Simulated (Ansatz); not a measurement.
## The (331) surface of fcc Al in its 1x1 cell, outermost plane spacing 0.93 Å in the ideal cut

The numbers are results of r2SCAN, at the PBE geometry (plane waves to 500 eV, PAW; Ansatz, a program for electronic structure), not measurements.

Set-up: 12 atoms, 10.2 Å thick at the start (thin: gaps and levels are the slab's own); mesh 13x6x1; 0.1 eV smearing; dipole correction on; single point; on the structure that PBE left under its start's symmetry; no spin, no spin-orbit, no U.

```yaml
surface energy (mean of both faces): 1.08 J/m²
work_function_of_the_top_face: 4.16 eV
cost: roughly 100 core-seconds
```
